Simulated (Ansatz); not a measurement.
A user runs Ansatz (a quantum-chemistry and plane-wave program) on Bi4PPd15 (R-3m, 20 atoms in the cell) and asks whether the run is sound. The aim is a self-consistent single point with DFT, LDA (PW92), plane waves, default PAW files made with PBE.

This input was run:

Ansatz 0.2 input:
```yaml
crystal:
  lattice:
    - [2.299710, 1.327738, 18.926370]
    - [-2.299710, 1.327738, 18.926370]
    - [0.000000, -2.655476, 18.926370]
  atoms:
    - { symbol: Bi, position: [0.398473, 0.398473, 0.398473] }
    - { symbol: Bi, position: [0.601527, 0.601527, 0.601527] }
    - { symbol: Bi, position: [0.799737, 0.799737, 0.799737] }
    - { symbol: Bi, position: [0.200263, 0.200263, 0.200263] }
    - { symbol: P, position: [0.000000, 0.000000, 0.000000] }
    - { symbol: Pd, position: [0.958107, 0.958107, 0.958107] }
    - { symbol: Pd, position: [0.041893, 0.041893, 0.041893] }
    - { symbol: Pd, position: [0.550633, 0.550633, 0.550633] }
    - { symbol: Pd, position: [0.449367, 0.449367, 0.449367] }
    - { symbol: Pd, position: [0.149430, 0.149430, 0.149430] }
    - { symbol: Pd, position: [0.850570, 0.850570, 0.850570] }
    - { symbol: Pd, position: [0.346243, 0.346243, 0.346243] }
    - { symbol: Pd, position: [0.653757, 0.653757, 0.653757] }
    - { symbol: Pd, position: [0.749987, 0.749987, 0.749987] }
    - { symbol: Pd, position: [0.250013, 0.250013, 0.250013] }
    - { symbol: Pd, position: [0.299340, 0.299340, 0.299340] }
    - { symbol: Pd, position: [0.700660, 0.700660, 0.700660] }
    - { symbol: Pd, position: [0.902367, 0.902367, 0.902367] }
    - { symbol: Pd, position: [0.097633, 0.097633, 0.097633] }
    - { symbol: Pd, position: [0.500000, 0.500000, 0.500000] }
basis:
  ecutwfc: 15.4 Ry
kpoints:
  mp_grid: { grid: [5, 5, 5] }
hamiltonian:
  xc: lda
  pseudopotentials: { kind: paw }
scf:
  occupations: { method: gaussian, width: 0.0037 Ry }
output:
  forces: true
  eigenvalues: true
  stress: true
```

The program printed (abridged):

```
WARN basis.ecutwfc = 209.5276740941076 eV is below the records' recommended cutoff, and the density's cutoff is lower with it unless basis.ecutrho_ratio is …
   [... lines left out ...]
Basis set: ecut = 209.5276740941076 eV, 2439 PW (Γ), FFT grids on a1−a3, a2−a3, a3
Bands: 201, of which v1, the nominal top of the filled ones, is band 168 counted from 1 (167 counted from 0)
Symmetry: 12 space group operations
Space group: R-3m (ITA 166), of the structure as read, at distance tolerance 7.0e-5 Å
k-points: 19 of 125
PAW frozen core: Bi, regenerated for the run's functional, and the local potential with it
PAW frozen core: P, regenerated for the run's functional, and the local potential with it
PAW frozen core: Pd, regenerated for the run's functional, and the local potential with it
Initial density: superposition of atomic densities (neutral atoms: chi_scale 0, normalization atom), corrected by the library's trained network
Initial wavefunctions: pseudopotential atomic-orbital guess
Eigensolver: davidson
Functional: x = slater, c = lda
SCF iter   1: F=—  HF=-151602.004152 eV  |F-HF|=—  |Δ(HF+E_count)|=         —  Δρ=1.34e-1  dr2=3.85e1  ethr=1.77e-3  ⟨swp⟩=5.5  Hψ=13498  notcnv=0  defer=163
all-band conjugate gradients solve this SCF's bands
preconditioner: auto → Kerker (q_TF=auto, 2.713 Å⁻¹)
SCF iter   2: F=—  HF=-151588.868178 eV  |F-HF|=—  |Δ(HF+E_count)|=    1.31e1  Δρ=5.52e-2  dr2=5.38e0  ethr=1.77e-3  ⟨swp⟩=2.0  Hψ=7721  notcnv=0  defer=506
   [... lines left out ...]
SCF iter   7: F=—  HF=-151586.759733 eV  |F-HF|=—  |Δ(HF+E_count)|=   2.80e-6  Δρ=1.81e-5  dr2=5.29e-6  ethr=3.64e-8  ⟨swp⟩=2.0  Hψ=4831  notcnv=0  defer=506
SCF iter   8: F=—  HF=-151586.759725 eV  |F-HF|=—  |Δ(HF+E_count)|=   7.40e-6  Δρ=4.66e-6  dr2=3.40e-7  ethr=1.58e-9  ⟨swp⟩=2.0  Hψ=3765  notcnv=0  defer=506
SCF iter   9: F=-151586.759725 eV  HF=-151586.759725 eV  |F-HF|=2.66e-8  |Δ(HF+E_count)|=   2.74e-8  Δρ=1.41e-6  dr2=2.91e-8  ethr=2.99e-11  ⟨swp⟩=9.8  Hψ=16649  notcnv=0
SCF 1 converged in 9 iterations: F = -151586.759725 eV  dr2 = 2.91e-8
Free energy (F): -151586.759725 eV
Internal energy: -151586.743049 eV  (E = F + TS)
E sigma→0 (E₀):  -151586.751387 eV
Entropy (-TS):   -0.016676 eV (-0.834 meV/atom)
Fermi energy:    16.945323 eV
--- Forces (eV/Å), atoms counted from 1 ---
  atom   1  Bi     0.00000000    -0.00000000     0.40447770
  atom   2  Bi     0.00000000     0.00000000    -0.40447770
  atom   3  Bi    -0.00000000     0.00000000    -0.11888157
  atom   4  Bi    -0.00000000    -0.00000000     0.11888157
  atom   5  P      0.00000000     0.00000000     0.00000000
  atom   6  Pd     0.00000000    -0.00000000     0.24159421
  atom   7  Pd     0.00000000     0.00000000    -0.24159421
   [... lines left out ...]
  atom  20  Pd     0.00000000     0.00000000     0.00000000
--- Stress (GPa, compression-positive) ---
      -13.730656       0.000000       0.000000
        0.000000     -13.730656       0.000000
        0.000000       0.000000     -12.073069
  P = ⅓ Tr σ = -13.1781 GPa (-131.781 kbar)
  The stress holds the Pulay correction. Without it, at fixed plane waves, as pw.x and ABINIT print it: P = -370.6343 GPa
```

Is anything amiss in this input, and did it matter?

The run is not sound. The fault is a basis or grid far too coarse for these potentials. Far below the cutoff that the potentials were made for, the basis cannot represent the orbitals near the nuclei, and energies, forces and above all the stress go wrong. To fix it, restore the cutoff that the potentials need and check convergence. The run converged in 9 iterations without an error; against the sound input the free energy goes up by 7.73 eV/atom, the pressure goes from -11.36 to -13.18 GPa and the largest force goes from 0.375 to 0.629 eV/Å. At a fixed set of plane waves, without the program's Pulay estimate, the pressure is -370.63 GPa against -11.39 GPa.

The sound input it was made from differs as follows (other fixes are possible):
```diff
-  ecutwfc: 15.4 Ry
+  ecutwfc: 30.9 Ry
```

With that input, the run converged in 8 iterations: free energy E − TS (on the zero of these files) -151741.3521 eV; Fermi level (on the code's own zero) 17.04 eV; pressure -11.36 GPa; largest force (vector length) 0.375 eV/Å (DFT, LDA (PW92), plane waves, default PAW files made with PBE).

On the sound input: the starting cell comes from a database of computed structures (which also holds hypothetical and non-ambient phases and stackings), without a prior relaxation at this level. Spin-orbit coupling is off. Spin polarisation is off; with an odd number of electrons in the cell that forces a metal, and a magnetic state may lie lower. With a pressure of about -11 GPa the cell is away from its equilibrium volume at this level. Ansatz's pressure includes its estimate of the finite-basis (Pulay) stress.
